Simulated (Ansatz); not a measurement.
Base system: HfB2 (space group P6/mmm, No. 191; a = 3.128 Å, c = 3.446 Å; relaxed with 0.1 eV smearing). Axes: x lies along a and z along c of the hexagonal cell.

Level of theory: plane-wave PAW DFT at the PBEsol level (Ansatz, a first-principles code, 420 eV), scalar-relativistic without spin-orbit coupling.

One thing is altered: a pure shear with ε_xz = ε_zx = 0.0171; the atoms relax in the strained cell.

Task: Predict the stress tensor and what it implies for the stiffness.

Result: Stress of the strained cell less that of the base (GPa, compression positive):
```
    0.5     0.0    -9.5
    0.0     0.1     0.0
   -9.5     0.0     0.6
```

Then −Δσ/γ with γ = 2ε = 0.0342 gives secant stiffness values (nonlinear terms included at this strain): C55 ≈ 276 GPa.

As a check, the harmonic strain energy −½ V₀ Δσ:ε is 9.8 meV/atom; the computed energy rise is 9.8 meV/atom.

Whether these cells are dynamically stable was not tested. All final runs are without spin polarisation.
